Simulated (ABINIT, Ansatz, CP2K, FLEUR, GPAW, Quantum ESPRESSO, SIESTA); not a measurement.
**Code comparison for Rb3Ba (Fm-3m, 4 atoms in the cell)**

Self-consistent single point, at a second geometry (lattice scaled by 0.98). First geometry:

```
CELL_PARAMETERS angstrom
      0.00000     5.46259     5.46259
      5.46259     0.00000     5.46259
      5.46259     5.46259     0.00000
ATOMIC_POSITIONS crystal
  Rb 0.25000 0.25000 0.25000
  Rb 0.75000 0.75000 0.75000
  Rb 0.50000 0.50000 0.50000
  Ba 0.00000 0.00000 0.00000
```

Shared settings, as Ansatz (an electronic-structure program) writes them: kpoints.mp_grid.grid = 4 4 4; scf.occupations.method = fermi_dirac; scf.occupations.width = 0.05 eV. Potentials and cutoffs stand in the table.

```tsv
code	model	ΔF from the first geometry (meV/atom)	pressure (GPa)	cutoff
ABINIT	PBEsol, norm-conserving pseudopotentials (PseudoDojo nc-sr-04 PBEsol standard)	0.2	0.13	28 Ha
SIESTA	GGA PBEsol, numerical atomic orbitals DZP, PseudoDojo PBEsol standard norm-conserving potentials (rewritten from UPF to PSML)	22.4	0.97	grid 300 Ry
GPAW	PBEsol, GPAW PAW datasets PBEsol (made by gpaw-setup)	0.3	0.12	600 eV
CP2K	PBEsol, GPW, DZVP-MOLOPT-PBE-GTH basis, GTH-PBE potentials (POTENTIAL_UZH)	6.3	0.36	grid 500 Ry
Ansatz	PBEsol, PAW files made with PBE	0.2	0.13	420 eV
Quantum ESPRESSO	PBEsol, PseudoDojo standard norm-conserving (PBESOL) pseudopotentials	0.2	0.13	60 Ry
FLEUR	PBEsol, all-electron FLAPW (FLEUR), scalar-relativistic valence	0.2	–	Kmax 3.8 1/bohr
```

A dash marks a value that a program does not give, or that is left out as unsure.

The spread over the programs that give each value: ΔF from the first geometry within 22.2 meV/atom; pressure within 0.85 GPa.

SIESTA and CP2K use small atom-centred bases, whose incompleteness enters pressures, forces and empty levels differently from a plane-wave cutoff. FLEUR treats all electrons, but the usual bases taken here (sphere radii, linearisation, local orbitals, empty states) were not tested for convergence, so the values are no reference for the others. Ansatz's pressure is given at a fixed set of plane waves, as the other plane-wave codes print theirs.

The starting cell comes from a database of computed structures (which also holds hypothetical and non-ambient phases and stackings), without a prior relaxation at this level. Its lattice was rescaled by a random factor within 2.5 % of one. For this run, on top of that: lattice scaled by 0.98.

Keys are those of Ansatz 0.2.
